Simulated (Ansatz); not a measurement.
Final geometry of a nanostructure in its periodic cell:

```xyz
44
Lattice="7.736 0.000 0.000 0.000 7.736 0.000 0.000 0.000 22.700" Properties=species:S:1:pos:R:3 pbc="T T T"
Si     0.735     0.056     7.435
Si     0.115     2.002     8.656
Si     1.974     2.021    10.112
Si     1.947     0.039    11.359
Si    -0.046     0.062    12.582
Si    -0.022     1.889    14.092
Si     1.949     1.255    15.263
Si     0.692     3.896     7.357
Si     0.085     5.812     8.599
Si     1.916     5.791    10.114
Si     1.945     3.905    11.540
Si    -0.046     3.903    12.823
Si    -0.035     5.945    14.041
Si     1.909     6.545    15.264
Si     3.179     0.030     7.439
Si     3.789     2.018     8.580
Si     5.798     2.018     9.868
Si     5.795     0.039    11.173
Si     3.923     0.012    12.621
Si     3.912     1.869    14.088
Si     5.821     1.266    15.355
Si     3.129     3.928     7.333
Si     3.759     5.801     8.643
Si     5.800     5.794     9.870
Si     5.799     3.905    11.351
Si     3.921     3.910    12.853
Si     3.907     5.920    14.141
Si     5.836     6.567    15.361
O      0.254     0.140     5.822
O      2.065     1.859    16.830
O     -0.027     3.912     5.832
O      1.888     5.947    16.835
O      3.849     0.048     5.892
O      5.918     1.942    16.900
O      3.640     4.027     5.732
O      5.983     6.048    16.960
H     -0.660    -0.129     5.639
H      1.238     1.859    17.337
H      0.213     3.149     5.279
H      0.999     5.880    17.223
H      3.595    -0.711     5.341
H      5.157     1.739    17.470
H      4.569     3.795     5.573
H      5.583     5.187    17.162
```

k-points: Γ-centred 4×4×1 mesh; occupations: Fermi-Dirac, 0.020 eV; spin polarisation not allowed. Scalar-relativistic, no spin-orbit coupling.

 The in-plane lattice is held at the bulk value.

Question: Is it metallic, and what gap does PBE in Ansatz (a quantum-chemistry and plane-wave program) give?

Answer: 
- electronic character: not metallic
- Kohn-Sham band gap: 0.89 eV
